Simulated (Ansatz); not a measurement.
LiF (P6₃mc, No. 186, 4 atoms in the cell; start mp-1185301; a measured phase of this formula has another space group)

All values below come from r²SCAN (Ansatz, a first-principles code, plane waves, PAW).

Settings: plane-wave cutoff 560 eV, 12×12×8 k mesh (along the axes of the cell as run), Fermi–Dirac smearing 0.01 eV, scalar-relativistic PAW data made under PBE.

Cell (relaxed with PBEsol):

```cif
data_F2Li2
_chemical_formula_sum 'Li2 F2'
_space_group_name_H-M_alt 'P 1'
_space_group_IT_number 1
_cell_length_a 3.09569
_cell_length_b 3.09569
_cell_length_c 4.80971
_cell_angle_alpha 90.000
_cell_angle_beta 90.000
_cell_angle_gamma 120.000
loop_
_space_group_symop_operation_xyz
  'x, y, z'
loop_
_atom_site_label
_atom_site_type_symbol
_atom_site_fract_x
_atom_site_fract_y
_atom_site_fract_z
_atom_site_occupancy
Li1 Li 0.33333 0.66667 0.38236 1
Li2 Li 0.66667 0.33333 0.88236 1
F1 F 0.33333 0.66667 0.99263 1
F2 F 0.66667 0.33333 0.49263 1
```

```
Property            Result
--------  ----------------
band gap  8.51 eV (direct)
```

Note: cell and atoms aren't relaxed at this level (pressure -0.9 GPa).

Computed values are for the static lattice.

Cost on a shared machine: very roughly 11 core-seconds.

A start named mp-… is a Materials Project structure, which need not be a measured phase.
